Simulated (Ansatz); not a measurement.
For In2TeO2 (model structure, started from the La2SO2 type, P-3m1, No. 164, 5 atoms in the cell), PBE (Ansatz, an electronic-structure program, plane waves, PAW) gives:

| Quantity | Result |
|---|---|
| lattice constant a | 3.804 Å |
| c axis length | 7.281 Å |
| bulk modulus B0 | 83.4 GPa |
| cohesive energy | 3.56 eV/atom |

Task: What does r²SCAN (plane waves, PAW; Ansatz) give for the same quantities?

Result: 
- lattice constant a: 3.789 Å (shrinks by 0.4 %)
- lattice parameter c: 7.069 Å (decreases by 2.9 %)
- bulk modulus: 99.9 GPa (increases by 20 %)
- cohesive energy: 3.65 eV/atom (grows by 0.09 eV/atom)

Changes are worked out from the printed values.

Unless a cell is named, each level is at its own relaxed cell (PBE 18.24, r²SCAN 17.58 Å³/atom).

Levels without +SOC leave out spin–orbit coupling, which shifts energies and cells of such heavy elements.

Caveats: the bulk modulus is −V dP/dV from two relaxed cells at ±2 % in volume (PBE, r²SCAN). Ansatz's density-functional and Hartree–Fock values are scalar-relativistic unless marked +SOC, with PAW data made under PBE.

A model structure was made by putting elements into a prototype or built by hand; it is no filed structure, need not be a known phase, and can be a saddle point held by its symmetry.
